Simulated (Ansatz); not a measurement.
## What Sn → Si does to Sn

Base system: Sn in the diamond structure (space group Fd-3m, No. 227; a = 6.569 Å).

It is then changed as follows: full substitution Sn → Si; the structure is relaxed again.

Level of theory: Ansatz (a first-principles code), r2SCAN, PAW, cutoff 500 eV, no SOC, earlier PAW set. Settings: 10×10×10 k-points, 0.05 eV Fermi–Dirac smearing, for the changed cell.

| quantity | base | changed | shift |
|---|---|---|---|
| volume per atom | 35.43 Å³ | 20.17 Å³ | -15.26 Å³ |
| density | 5.56 g/cm³ | 2.31 g/cm³ | -3.25 g/cm³ |
| space group | Fd-3m (No. 227) | Fd-3m (No. 227) | – |
| shortest interatomic distance | 2.844 Å | 2.357 Å | -0.487 Å |
| band gap | zero | 0.78 eV | – |
| gap character | absent | indirect, Γ → Γ–X (87 % along) | – |
| electron mass | – | 0.91 mₑ along k, 0.19 mₑ across (off the special points) | – |
| hole mass (degenerate bands, along [100]) | – | 0.17, 0.25, 0.25 mₑ (at Γ) | – |

Final structure:

```xyz
2
Lattice="0.0000 2.7220 2.7220 2.7220 0.0000 2.7220 2.7220 2.7220 0.0000" Properties=species:S:1:pos:R:3 pbc="T T T"
Si     0.0000     0.0000     0.0000
Si     1.3610     1.3610     1.3610
```

Effective masses come from finite differences of ±0.01 Å⁻¹. Along k means along the line from Γ to the band edge. Stability against distortions was not tested.
